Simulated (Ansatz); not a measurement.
The starting structures come from a database of crystals and need not be the phases stable at ambient conditions.

 Where the default PAW files enter, the runs use the earlier of Ansatz's two default sets.

Inside the gap of an insulator the Bloch states are evanescent, with a wavenumber k + iκ along the transport direction.

```yaml
crystal:
  lattice:
    - [5.71706, 0.00000, 0.00000]
    - [-2.85853, 4.95112, 0.00000]
    - [2.85853, 1.65037, 4.66796]
  atoms:
    - { symbol: Mg, position: [0.00000, 0.50000, 0.50000] }
    - { symbol: Pb, position: [0.50000, 0.25000, 0.25000] }
    - { symbol: Pb, position: [0.50000, 0.75000, 0.75000] }
    - { symbol: W, position: [0.00000, 0.00000, 0.00000] }
    - { symbol: O, position: [0.00000, 0.75831, 0.75831] }
    - { symbol: O, position: [0.00000, 0.24169, 0.24169] }
    - { symbol: O, position: [0.00000, 0.75831, 0.24169] }
    - { symbol: O, position: [0.00000, 0.24169, 0.75831] }
    - { symbol: O, position: [0.48338, 0.24169, 0.75831] }
    - { symbol: O, position: [0.51662, 0.75831, 0.24169] }
```

Space group of this cell: Fm-3m. The cell is taken as given; by r2SCAN its mean pressure is -7.8 GPa.

Transport runs along the normal of the first two printed cell vectors, the (111) plane of the conventional cell.

The gap is the functional's own. No spin-orbit coupling. Mid-gap values are interpolated on the energy grid.

Problem. Estimate the band gap and the smallest decay constant κ at mid-gap that r2SCAN in Ansatz (a first-principles code) returns for this system.

Solution. Gap 2.76 eV on a 8×8×8 mesh; κ = 0.252 1/Å, at (0.500, 0.000) of the in-plane reciprocal vectors. At the zone centre, at the nearest computed energy, the slowest state has κ = 0.26 1/Å.
